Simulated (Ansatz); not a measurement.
The starting structures come from a database of crystals and need not be the phases stable at ambient conditions.

 Where the default PAW files enter, the runs use the earlier of Ansatz's two default sets.

By LDA, the system below comes out a metal.

A figure of merit of an interconnect metal is its ballistic conductance per area.

Here is the system:

```
Rh
1.0
    2.73098     0.00000     0.00000
   -1.36549     2.36510     0.00000
    0.00000     0.00000     4.42849
Rh
2
Direct
  0.66667   0.33333   0.75000
  0.33333   0.66667   0.25000
```

Space group of this cell: P6_3/mmc, hcp (Mg type). The cell is taken as given; by LDA its mean pressure is -19.4 GPa.

The current flows along the normal of the first two printed cell vectors, the (001) plane of the conventional cell. No spin-orbit coupling; the value is a mean over 0.1 eV about the Fermi level.

Problem. Give the ballistic conductance per area that LDA in Ansatz (a program for electronic structure) yields.

Solution. 2.3 × 10¹⁵ S/m² for both spins.
